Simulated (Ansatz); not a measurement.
Input and output of a self-consistent single point for ZrAu (P4mm, 2 atoms in the cell) (Ansatz, a first-principles code)

Computed with PBEsol, default PAW files made with PBE (plane waves; Ansatz).

Input as run:

Ansatz 0.2 input:
```yaml
crystal:
  lattice:
    - [3.15616300, 0.00000000, 0.00000000]
    - [0.00000000, 3.15616300, 0.00000000]
    - [0.00000000, 0.00000000, 3.90578700]
  atoms:
    - { symbol: Zr, position: [0.00000000, 0.00000000, 0.01280200] }
    - { symbol: Au, position: [0.50000000, 0.50000000, 0.50000000] }
basis:
  ecutwfc: 30.9 Ry
kpoints:
  mp_grid:
    grid: [10, 10, 9]
hamiltonian:
  xc: pbesol
  pseudopotentials:
    kind: paw
scf:
  occupations:
    method: gaussian
    width: 0.0073 Ry
output:
  forces: true
  eigenvalues: true
  stress: true
```

Log, with long lists cut:

```
WARN ansatz: RAYON_NUM_THREADS=1 ignored (pool sized by the plan → 1); use --threads N
Pseudopotentials: kind: paw
Pseudopotential: Zr, paw, valence charge 12
Pseudopotential: Au, paw, valence charge 19
Crystal: 2 atoms, lattice volume = 38.907 Å³
Basis set: ecut = 420.4159175005146 eV, 781 PW (Γ), exchange–correlation on 48×48×54 points (8 copies of the dense FFT grid, shifted against one another)
Bands: 20, of which v1, the nominal top of the filled ones, is band 16 counted from 1 (15 counted from 0)
Symmetry: 8 space group operations
Space group: P4mm (ITA 99), of the structure as read, at distance tolerance 3.4e-5 Å
k-points: 105 of 900 (time reversal used)
PAW frozen core: Zr, regenerated for the run's functional, and the local potential with it
PAW frozen core: Au, regenerated for the run's functional, and the local potential with it
Initial density: superposition of atomic densities (neutral atoms: chi_scale 0, normalization atom), corrected by the library's trained network
Initial wavefunctions: pseudopotential atomic-orbital guess
Eigensolver: davidson
Functional: x = pbesol(κ = 0.804, μ = 0.12345679012345678), c = pbesol(β = 0.046)
SCF iter   1: F=—  HF=-17136.795159 eV  |F-HF|=—  |Δ(HF+E_count)|=         —  Δρ=5.20e-3  dr2=9.70e-3  ethr=1.77e-3  ⟨swp⟩=4.0  Hψ=8020  notcnv=0
all-band conjugate gradients solve this SCF's bands
preconditioner: auto → Kerker (q_TF=auto, 2.627 Å⁻¹)
SCF iter   2: F=—  HF=-17136.793775 eV  |F-HF|=—  |Δ(HF+E_count)|=   1.38e-3  Δρ=2.18e-3  dr2=9.28e-4  ethr=3.13e-5  ⟨swp⟩=2.5  Hψ=3662  notcnv=0
SCF iter   3: F=—  HF=-17136.793615 eV  |F-HF|=—  |Δ(HF+E_count)|=   1.59e-4  Δρ=8.44e-4  dr2=1.41e-4  ethr=2.99e-6  ⟨swp⟩=2.5  Hψ=2753  notcnv=0
SCF iter   4: F=—  HF=-17136.793603 eV  |F-HF|=—  |Δ(HF+E_count)|=   1.27e-5  Δρ=1.11e-4  dr2=5.64e-6  ethr=4.53e-7  ⟨swp⟩=2.0  Hψ=3648  notcnv=0
SCF iter   5: F=—  HF=-17136.793601 eV  |F-HF|=—  |Δ(HF+E_count)|=   1.91e-6  Δρ=2.69e-5  dr2=3.77e-7  ethr=1.82e-8  ⟨swp⟩=2.0  Hψ=2802  notcnv=0
SCF iter   6: F=-17136.793601 eV  HF=-17136.793601 eV  |F-HF|=7.80e-9  |Δ(HF+E_count)|=   7.87e-8  Δρ=5.15e-6  dr2=1.31e-8  ethr=3.23e-10  ⟨swp⟩=4.9  Hψ=7463  notcnv=0
SCF 1 converged in 6 iterations: F = -17136.793601 eV  dr2 = 1.31e-8
SCF converged after 6 iterations
Free energy (F): -17136.793601 eV
Harris-Foulkes:  -17136.793601 eV  (|F-HF|=7.80e-9)
Internal energy: -17136.782823 eV  (E = F + TS)
E sigma→0 (E₀):  -17136.788212 eV
Entropy (-TS):   -0.010778 eV (-5.389 meV/atom)
Fermi energy:    17.585544 eV
--- Per-component energies (eV) ---
  E_band       = -334.434617
  E_kinetic    = 937.333266
  E_local      = -2606.947757  (includes V_loc(G=0)·N_el)
  E_nonlocal   = 155.564580
  E_hartree    = 1044.728107
  E_xc         = -388.407296
  E_vxc        = -466.764556  (∫ρ·V_xc dr)
  E_paw        = -12464.040062  (= ΣΔE_a)
  E_vpaw       = -443.073240  (= ΣTr[D̂ρ^β])
  E_aug_tail   = 0.001397  (compensation charges beyond the density's cutoff)
  E_ewald      = -3815.490257
  E_core_change = 0.475200  (= ΣΔE_core)
  E_smearing   = -0.010778  (= −TS)
  E_closure    = 0.000000  (closes the sum)
  Σ components = -17136.793601   (vs F -17136.793601, Δ=0.00e0)
--- Forces (eV/Å), atoms counted from 1 ---
  atom   1  Zr    -0.00000000     0.00000000    -0.24009726
  atom   2  Au     0.00000000     0.00000000     0.24010109
  max |Σ_I F_I| component: 3.83e-6 eV/Å
--- Stress (GPa, compression-positive) ---
       -2.794552       0.000000      -0.000000
        0.000000      -2.794552       0.000000
       -0.000000       0.000000      -1.998842
  P = ⅓ Tr σ = -2.5293 GPa (-25.293 kbar)
  The stress holds the Pulay correction. Without it, at fixed plane waves, as pw.x and ABINIT print it: P = -2.5647 GPa
--- Band table (eV; the first three rows and the last of 105) ---
  k-point 0: bands = ["-88.6411", "-40.0318", "-39.9626", "-39.9626", "-31.3917", "-9.5046", "-9.1129", "-9.1129", "9.3256", "11.4188", "11.4685", "13.0396", "13.0396", "13.7014", "17.1707", "18.1035", "20.9515", "21.3066", "21.3066", "21.8429"]
  k-point 1: bands = ["-88.6411", "-40.0322", "-39.9626", "-39.9626", "-31.3909", "-9.5175", "-9.1130", "-9.1130", "9.4869", "11.5044", "11.5064", "13.0609", "13.0609", "13.7106", "17.0694", "17.8216", "20.6114", "20.9631", "20.9631", "21.8071"]
  k-point 2: bands = ["-88.6411", "-40.0331", "-39.9626", "-39.9626", "-31.3888", "-9.5502", "-9.1133", "-9.1133", "9.9375", "11.5999", "11.7624", "13.1173", "13.1173", "13.7338", "16.8144", "16.9084", "20.1245", "20.2847", "20.2847", "21.7170"]
  k-point 104: bands = ["-88.6393", "-40.0272", "-39.9974", "-39.9974", "-31.2751", "-9.6366", "-9.6366", "-9.4547", "11.9200", "12.3611", "12.3611", "13.4777", "14.5806", "15.0297", "15.6241", "15.6241", "19.3010", "20.8876", "23.1914", "25.1662"]
```

The run converged in 6 iterations.

The starting cell comes from a database of computed structures (which also holds hypothetical and non-ambient phases and stackings), without a prior relaxation at this level. Its lattice was rescaled by up to half a per cent. One atom was moved a little off its site on purpose. Spin-orbit coupling is off. Ansatz's pressure includes its estimate of the finite-basis (Pulay) stress.
